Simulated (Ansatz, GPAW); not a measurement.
## Code comparison for Yb (Fm-3m, 1 atom in the cell)

Relaxation of cell and atoms.

```xyz
1
Lattice="0.0000 2.7519 2.7519 2.7519 0.0000 2.7519 2.7519 2.7519 0.0000" Properties=species:S:1:pos:R:3 pbc="T T T"
Yb     0.0000     0.0000     0.0000
```

Shared settings, as Ansatz (a quantum-chemistry and plane-wave program) writes them: kpoints.mp_grid.grid = 7 7 7; scf.occupations.method = fermi_dirac; scf.occupations.width = 0.1 eV. Potentials and cutoffs stand in the table.

```json
[
 {"code": "GPAW", "model": "PBE, GPAW PAW datasets PBE (gpaw-data 1.0.1)", "final volume (Å³/atom)": "36.28", "cutoff": "850 eV"},
 {"code": "Ansatz", "model": "PBE, default PAW files", "final volume (Å³/atom)": "35.70", "cutoff": "420 eV"}
]
```

On Ansatz's run: spin-orbit coupling is off. Spin polarisation is off.

The spread over the programs that give each value: final volume within 0.58 Å³/atom.

The programs treat the finite-basis stress differently while the cell relaxes: Ansatz adds an estimate of it.

The starting cell comes from a database of computed structures (which also holds hypothetical and non-ambient phases and stackings), without a prior relaxation at this level. Its lattice was rescaled by a random factor within 2.5 % of one.

Keys are those of Ansatz 0.2.
